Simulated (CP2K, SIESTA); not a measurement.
A CP2K input for a self-consistent single point of KBr (Fm-3m, 2 atoms in the cell) (DFT PBE, GPW, DZVP-MOLOPT-SR-GTH basis, GTH-PBE potentials (GTH_POTENTIALS)):

```
&GLOBAL
  PROJECT calc
  RUN_TYPE ENERGY_FORCE
  PRINT_LEVEL MEDIUM
&END GLOBAL
&FORCE_EVAL
  METHOD Quickstep
  STRESS_TENSOR ANALYTICAL
  &DFT
    BASIS_SET_FILE_NAME BASIS_MOLOPT
    POTENTIAL_FILE_NAME GTH_POTENTIALS
    &QS
      METHOD GPW
      EPS_DEFAULT 1E-10
    &END QS
    &MGRID
      CUTOFF 500
      REL_CUTOFF 50
      NGRIDS 5
    &END MGRID
    &SCF
      SCF_GUESS ATOMIC
      EPS_SCF 1E-6
      MAX_SCF 100
      ADDED_MOS 4
      &DIAGONALIZATION
        ALGORITHM STANDARD
      &END DIAGONALIZATION
      &MIXING
        METHOD BROYDEN_MIXING
        ALPHA 0.3
        NBUFFER 10
        BETA 1.5
      &END MIXING
      &SMEAR ON
        METHOD FERMI_DIRAC
        ELECTRONIC_TEMPERATURE [K] 580.23
      &END SMEAR
    &END SCF
    &KPOINTS
      SCHEME MACDONALD 6 6 6 0.08333333333 0.08333333333 0.08333333333
    &END KPOINTS
    &XC
      &XC_FUNCTIONAL PBE
      &END XC_FUNCTIONAL
    &END XC
    &PRINT
      &MO
        EIGENVALUES T
        OCCUPATION_NUMBERS T
        NDIGITS 8
        FILENAME mo
        &EACH
          QS_SCF 0
        &END EACH
        ADD_LAST NUMERIC
      &END MO
      &MULLIKEN ON
      &END MULLIKEN
    &END PRINT
  &END DFT
  &SUBSYS
    &CELL
      ABC 4.57356700 4.57356657 4.57356688
      ALPHA_BETA_GAMMA 60.00000498 60.00000635 60.00000412
      PERIODIC XYZ
    &END CELL
    &COORD
      K        0.00000000     0.00000000     0.00000000
      Br       4.57356650     2.64055000     1.86715100
    &END COORD
    &KIND K
      BASIS_SET DZVP-MOLOPT-SR-GTH
      POTENTIAL GTH-PBE-q9
    &END KIND
    &KIND Br
      BASIS_SET DZVP-MOLOPT-SR-GTH
      POTENTIAL GTH-PBE-q7
    &END KIND
  &END SUBSYS
  &PRINT
    &FORCES ON
    &END FORCES
    &STRESS_TENSOR ON
    &END STRESS_TENSOR
  &END PRINT
&END FORCE_EVAL
```

Task: Write the same calculation as an input for SIESTA.

Result: One input that does it (others would too):

```
# files in the folder: K.psml Br.psml (PseudoDojo PBE standard)
SystemName  KBr
SystemLabel kbr

NumberOfAtoms                2
NumberOfSpecies              2
%block ChemicalSpeciesLabel
  1 19 K
  2 35 Br
%endblock ChemicalSpeciesLabel
LatticeConstant              1.0 Ang
%block LatticeVectors
     0.000000000    3.234000000    3.234000000
     3.234000000    0.000000000    3.234000000
     3.234000000    3.234000000    0.000000000
%endblock LatticeVectors
AtomicCoordinatesFormat      ScaledCartesian
%block AtomicCoordinatesAndAtomicSpecies
     0.000000000    0.000000000    0.000000000  1
     3.234000000    3.234000000    3.234000000  2
%endblock AtomicCoordinatesAndAtomicSpecies

XC.functional                GGA
XC.authors                   PBE
PAO.BasisSize                DZP
PAO.EnergyShift              0.005 Ry
MeshCutoff                   350 Ry
%block kgrid.MonkhorstPack
    6   0   0  0.0
    0   6   0  0.0
    0   0   6  0.0
%endblock kgrid.MonkhorstPack
OccupationFunction           FD
ElectronicTemperature        0.05 eV

MaxSCFIterations             150
SCF.Mixer.Method             Pulay
SCF.Mixer.Weight             0.25
SCF.Mixer.History            6
SCF.DM.Tolerance             1.0E-04
Diag.ParallelOverK           true
WriteForces                  true
```

Basis settings and potentials, where a program has them, do not carry over. This input uses DFT, GGA PBE, numerical atomic orbitals DZP, PseudoDojo PBE standard norm-conserving potentials (rewritten from UPF to PSML). Both were run: pressure 2.13 GPa in CP2K and 2.65 in SIESTA; gap on the mesh 4.695 eV in CP2K and 4.575 in SIESTA.

On SIESTA: the starting cell has typed, rounded lattice constants, without a prior relaxation at this level. For this run, on top of that: lattice scaled by 0.98. Values carry the incompleteness of an atom-centred basis. The basis of the alkali or alkaline-earth atoms may lack their empty d shell, which can raise the gap.

On CP2K: the starting cell has typed, rounded lattice constants, without a prior relaxation at this level. For this run, on top of that: lattice scaled by 0.98. Values carry the incompleteness of an atom-centred basis.
